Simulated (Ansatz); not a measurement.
End structure of the (11-20) surface of hcp Y in its 1x1 cell, outermost plane spacing 1.83 Å in the ideal cut:

```xyz
14
Lattice="5.6759 0.0000 0.0000 0.0000 6.3353 0.0000 0.0000 0.0000 27.0000" Properties=species:S:1:pos:R:3 pbc="T T T"
Y      1.4190     5.1439     8.0920
Y      4.2569     1.1914     8.0920
Y      1.4190     2.0598     9.8948
Y      4.2569     4.2755     9.8948
Y      1.4190     5.2553    11.6382
Y      4.2569     1.0799    11.6382
Y      1.4190     2.0970    13.5000
Y      4.2569     4.2383    13.5000
Y      1.4190     5.2553    15.3618
Y      4.2569     1.0799    15.3618
Y      1.4190     2.0598    17.1052
Y      4.2569     4.2755    17.1052
Y      1.4190     5.1439    18.9080
Y      4.2569     1.1914    18.9080
```

Slab: 14 atoms, 11.0 Å thick at the start; k 7x6x1, smearing 0.1 eV, dipole-corrected; single point; on the structure that PBE left under its start's symmetry; no spin, no spin-orbit, no U.

Problem. What work function of the top face does r2SCAN, at the PBE geometry (Ansatz, a first-principles code) give?

Solution. 3.00 eV

Problem. Estimate the surface energy (mean of both faces) that r2SCAN, at the PBE geometry returns for this input.

Solution. 1.08 J/m²
